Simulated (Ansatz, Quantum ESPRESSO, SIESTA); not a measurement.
**Code comparison for Nb3Au2 (I4/mmm, 5 atoms in the cell)**

Self-consistent single point.

```
CELL_PARAMETERS angstrom
     -1.70781     1.70781     7.66090
      1.70781    -1.70781     7.66090
      1.70781     1.70781    -7.66090
ATOMIC_POSITIONS crystal
  Nb 0.00000 0.00000 0.00000
  Nb 0.39924 0.39924 0.00000
  Nb 0.60076 0.60076 0.00000
  Au 0.19977 0.19977 0.00000
  Au 0.80023 0.80023 0.00000
```

Shared settings, as Ansatz (a program for electronic structure) writes them: kpoints.mp_grid.grid = 7 7 7; scf.occupations.method = gaussian; scf.occupations.width = 0.2 eV. Potentials and cutoffs stand in the table.

```json
[
 {"code": "Ansatz", "model": "LDA (PW92), default PAW files made with PBE", "pressure (GPa)": "-10.38", "largest force (eV/Å)": "0.080", "cutoff": "420 eV"},
 {"code": "Quantum ESPRESSO", "model": "LDA (PZ), GBRV 1.5 ultrasoft (LDA) pseudopotentials", "pressure (GPa)": "-10.67", "largest force (eV/Å)": "0.076", "cutoff": "40 Ry"},
 {"code": "SIESTA", "model": "LDA PW92, numerical atomic orbitals DZP, PseudoDojo LDA standard norm-conserving potentials (rewritten from UPF to PSML)", "pressure (GPa)": "-12.71", "largest force (eV/Å)": "0.106", "cutoff": "grid 400 Ry"}
]
```

On Ansatz's run: spin-orbit coupling is off. Spin polarisation is off.

The spread over the programs that give each value: pressure within 2.33 GPa; largest force within 0.030 eV/Å.

SIESTA uses small atom-centred bases, whose incompleteness enters pressures, forces and empty levels differently from a plane-wave cutoff. Ansatz's pressure is given at a fixed set of plane waves, as the other plane-wave codes print theirs. The same LDA comes in different parametrisations, which differ slightly. In the pressure, SIESTA (by 2.19) lies more than 1 GPa from the median of the plane-wave programs. In the force vectors, SIESTA (by 0.160) lies more than 0.08 eV/Å from the median of the plane-wave programs.

The starting cell comes from a database of computed structures (which also holds hypothetical and non-ambient phases and stackings), without a prior relaxation at this level.

Left out of this page: Elk (not drawn, or without a comparable value).

Keys are those of Ansatz 0.2.
